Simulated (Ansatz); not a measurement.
Ansatz (a program for electronic structure) run on K2Pt (I4mm, 3 atoms in the cell): self-consistent single point.

Method of the run: LDA (PW92), default PAW files made with PBE (plane waves; Ansatz).

The change in words: lattice scaled by 0.98; basis.ecutwfc: 420 eV → 840 eV. Reference geometry:
```
CELL_PARAMETERS angstrom
      0.00000     3.77012     3.77012
      3.77012     0.00000     3.77012
      3.77012     3.77012     0.00000
ATOMIC_POSITIONS crystal
  K  0.75000 0.75000 0.75000
  K  0.25000 0.25000 0.25000
  Pt 0.00663 0.00663 0.99337
```

Reference input (self-consistent single point, DFT, LDA (PW92), plane waves, default PAW files made with PBE): basis.ecutwfc = 420 eV; kpoints.mp_grid.grid = 6 6 6; hamiltonian.xc = lda; hamiltonian.pseudopotentials = {kind: paw} (the program's default PAW files); scf.occupations.method = fermi_dirac; scf.occupations.width = 0.05 eV. This run's input differs from it in these lines:

Ansatz 0.2 input:
```diff
@@ -3,11 +3,11 @@
   lattice:
-    - [0.000000, 3.770121, 3.770121]
-    - [3.770121, 0.000000, 3.770121]
-    - [3.770121, 3.770121, 0.000000]
+    - [0.000000, 3.694719, 3.694719]
+    - [3.694719, 0.000000, 3.694719]
+    - [3.694719, 3.694719, 0.000000]
   atoms:
-    - { symbol: K, position_ang: [5.655182, 5.655182, 5.655182] }
-    - { symbol: K, position_ang: [1.885061, 1.885061, 1.885061] }
-    - { symbol: Pt, position_ang: [0.000000, 0.000000, 0.049999] }
+    - { symbol: K, position_ang: [5.542079, 5.542079, 5.542079] }
+    - { symbol: K, position_ang: [1.847360, 1.847360, 1.847360] }
+    - { symbol: Pt, position_ang: [-0.000000, -0.000000, 0.048999] }
 basis:
-  ecutwfc: 420.0 eV
+  ecutwfc: 840.0 eV
 kpoints:
```

Output, abridged:

```
SCF iter   1: F=—  HF=-15237.163575 eV  |F-HF|=—  |Δ(HF+E_count)|=         —  Δρ=4.39e-3  dr2=9.18e-3  ethr=1.77e-3  ⟨swp⟩=5.5  Hψ=2980  notcnv=0
all-band conjugate gradients solve this SCF's bands
preconditioner: auto → none
SCF iter   2: F=—  HF=-15237.162827 eV  |F-HF|=—  |Δ(HF+E_count)|=   7.48e-4  Δρ=2.45e-3  dr2=4.89e-3  ethr=2.55e-5  ⟨swp⟩=2.2  Hψ=1296  notcnv=0
SCF iter   3: F=—  HF=-15237.163066 eV  |F-HF|=—  |Δ(HF+E_count)|=   2.39e-4  Δρ=1.94e-3  dr2=5.40e-3  ethr=1.36e-5  ⟨swp⟩=2.0  Hψ=840  notcnv=0
SCF iter   4: F=—  HF=-15237.162081 eV  |F-HF|=—  |Δ(HF+E_count)|=   9.85e-4  Δρ=3.10e-4  dr2=4.18e-5  ethr=1.36e-5  ⟨swp⟩=2.0  Hψ=839  notcnv=0
SCF iter   5: F=—  HF=-15237.162033 eV  |F-HF|=—  |Δ(HF+E_count)|=   4.79e-5  Δρ=3.63e-5  dr2=1.74e-6  ethr=1.16e-7  ⟨swp⟩=2.2  Hψ=1025  notcnv=0
SCF iter   6: F=—  HF=-15237.162033 eV  |F-HF|=—  |Δ(HF+E_count)|=   6.55e-8  Δρ=1.57e-5  dr2=3.65e-7  ethr=4.82e-9  ⟨swp⟩=2.0  Hψ=840  notcnv=0
SCF iter   7: F=-15237.162033 eV  HF=-15237.162033 eV  |F-HF|=4.39e-8  |Δ(HF+E_count)|=   4.33e-8  Δρ=6.57e-6  dr2=5.86e-8  ethr=2.78e-10  ⟨swp⟩=4.8  Hψ=2404  notcnv=0
SCF 1 converged in 7 iterations: F = -15237.162033 eV  dr2 = 5.86e-8
Free energy (F): -15237.162033 eV
Internal energy: -15237.162033 eV  (E = F + TS)
E sigma→0 (E₀):  -15237.162033 eV
Entropy (-TS):   -0.000000 eV (-0.000 meV/atom)
Fermi energy:    5.576362 eV
--- Forces (eV/Å), atoms counted from 1 ---
  atom   1  K      0.00000000    -0.00000000     0.04446354
  atom   2  K      0.00000000     0.00000000     0.04446354
  atom   3  Pt    -0.00000000    -0.00000000    -0.08903491
--- Stress (GPa, compression-positive) ---
       -0.862097       0.000000      -0.000000
        0.000000      -0.862097       0.000000
       -0.000000       0.000000      -0.874400
  P = ⅓ Tr σ = -0.8662 GPa (-8.662 kbar)
  The stress holds the Pulay correction. Without it, at fixed plane waves, as pw.x and ABINIT print it: P = -0.8665 GPa
```

The run converged in 7 iterations. Against the reference run the free energy drops by 18.0 meV/atom, the pressure goes from -1.76 to -0.87 GPa, the largest force goes from 0.072 to 0.089 eV/Å and the gap on the mesh goes from 1.327 to 1.437 eV.

The starting cell comes from a database of computed structures (which also holds hypothetical and non-ambient phases and stackings), without a prior relaxation at this level. Its lattice was rescaled by up to half a per cent. One atom was moved a little off its site on purpose. For this run, on top of that: lattice scaled by 0.98. Spin-orbit coupling is off. Ansatz's pressure includes its estimate of the finite-basis (Pulay) stress.
